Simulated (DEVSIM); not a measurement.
Device: Al/Al2O3/p-Ge capacitor, at 300 K.

Layer 1 from the left is Al2O3, thickness (nm) 11.0. Layer 2 from the left is Ge, thickness (nm) 13000, Na (cm⁻³) 2.1e15.

Metal gate on the left, work function 4.1 eV. Fixed charge at the semiconductor interface -1.9e11 cm⁻² (in units of +e); no interface traps.

The device is made up for the run: typed textbook-type constants, with dimensions and the other settings drawn at random. Values at 300 K.

Al2O3: gap (eV) 6.8, affinity (eV) 1.35, permittivity 9. Ge: gap (eV) 0.664, affinity (eV) 4, permittivity 16, Nc (cm⁻³) 1.04e19, Nv (cm⁻³) 6e18.

Model (solved in DEVSIM): 1D Poisson equation in equilibrium, Boltzmann statistics, complete ionisation; no quantum confinement or tunnelling. Metal contacts follow the ideal Schottky-Mott rule: no Fermi-level pinning, no interface dipoles.

Task: What does the simulation give for the flat-band voltage, the threshold voltage (band bending 2φF), the minimum of the low-frequency capacitance?

Result: flat-band voltage -0.32 V; threshold voltage (band bending 2φF) -0.06 V; minimum of the low-frequency capacitance 0.0419 μF/cm².
